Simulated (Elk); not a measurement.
Worked example: self-consistent single point of Nb3Sb (Pm-3n, 8 atoms in the cell) in Elk.

Computed with LDA (PW92), spin-orbit coupling in second variation, all-electron FP-LAPW, Elk's shipped species files, default APW+lo basis (Elk).

```yaml
crystal:
  lattice:
    - [5.30247, 0.00000, 0.00000]
    - [0.00000, 5.30247, 0.00000]
    - [0.00000, 0.00000, 5.30247]
  atoms:
    - { symbol: Nb, position: [0.25000, 0.00000, 0.50000] }
    - { symbol: Nb, position: [0.75000, 0.00000, 0.50000] }
    - { symbol: Nb, position: [0.50000, 0.75000, 0.00000] }
    - { symbol: Nb, position: [0.50000, 0.25000, 0.00000] }
    - { symbol: Nb, position: [0.00000, 0.50000, 0.75000] }
    - { symbol: Nb, position: [0.00000, 0.50000, 0.25000] }
    - { symbol: Sb, position: [0.00000, 0.00000, 0.00000] }
    - { symbol: Sb, position: [0.50000, 0.50000, 0.50000] }
```

Reference input (self-consistent single point, DFT, LDA (PW92), all-electron FP-LAPW, Elk's shipped species files, default APW+lo basis): swidth = 0.00367493 Ha; ngridk = 5 5 5; rmtscf = 0.9; maxscl = 100. This run's input differs from it in these lines:

```diff
@@ -3,4 +3,13 @@
 
+spinorb
+  .true.
+
 rmtscf
   0.9
+
+lmaxi
+  3
+
+nempty
+  10
```

Log, with long lists cut:

```
│ Self-consistent loop started │
│ Loop number : 1 │
 total energy                :     -35850.9226803
 total moment                :   0.5000277599E-22  0.4674132550E-21  0.4440924702E-21
│ Loop number : 2 │
 total energy                :     -35851.4685268
 total moment                :  -0.3550044987E-21  0.8421489880E-21 -0.4513254425E-20
RMS change in Kohn-Sham potential (target) :   0.6063714049E-01 (  0.1000000000E-05)
Absolute change in total energy (target)   :   0.5458465186     (  0.1000000000E-03)
│ Loop number : 3 │
 total energy                :     -35854.7379998
   [... lines left out ...]
 total energy                :     -35855.0856366
 total moment                :   0.2946994055E-22 -0.7138447791E-22 -0.8451953916E-20
RMS change in Kohn-Sham potential (target) :   0.3104914752E-07 (  0.1000000000E-05)
Absolute change in total energy (target)   :   0.2768268751E-03 (  0.1000000000E-03)
│ Loop number : 15 │
 total energy                :     -35855.0856370
 total moment                :  -0.8794488952E-21 -0.1515302671E-20  0.4571520838E-20
RMS change in Kohn-Sham potential (target) :   0.1713887416E-07 (  0.1000000000E-05)
Absolute change in total energy (target)   :   0.6965063949E-04 (  0.1000000000E-03)
Convergence targets achieved

│ Loop number : 16 │

Energies :
 Fermi                       :     0.425725470291
 xc effective B-field        :    -0.374288360941E-09
 external B-field            :      0.00000000000
 total energy                :     -35855.0856404
 (external B-field energy excluded from total)

Density of states at Fermi energy :    115.2593193
 (states/Hartree/unit cell)

Estimated indirect band gap :   0.3120796496E-02
 from k-point      9 to k-point      6
Estimated direct band gap   :   0.6652204972E-02
 at k-point      9

Charges :
 core                        :    240.0000000
 valence                     :    108.0000000
 interstitial                :    19.97107433
 muffin-tins (core leakage)
  species :    1 (Nb)
   atom    1                 :    38.53346547     (  0.6709883916E-05)
   [... lines left out ...]
  species :    2 (Sb)
   atom    1                 :  -0.3432880734E-23  0.9544658664E-23   0.000000000
   atom    2                 :   0.3432880734E-23   0.000000000     -0.9544658664E-23
 total in muffin-tins        :   0.1691275564E-21  0.6691748638E-21 -0.8542260293E-20
 total moment                :   0.1803990526E-21  0.6758722650E-21 -0.8556978849E-20

│ Self-consistent loop stopped │
```

The run converged in 16 iterations. The count includes the last loop, which Elk runs after its targets are met. 

The starting cell comes from a database of computed structures (which also holds hypothetical and non-ambient phases and stackings), without a prior relaxation at this level. Its lattice was rescaled by a random factor within 2.5 % of one. Values depend on the basis (sphere radii, cutoffs, local orbitals), which need not be converged. The log's line on a gap gives a spacing of levels on this mesh, which the program prints for metals too.

These are the values that this program gave, and no reference: the basis lacks p1/2 orbitals, which heavy p elements need under spin-orbit coupling.

Cost on one core of a shared machine: roughly 5 min.
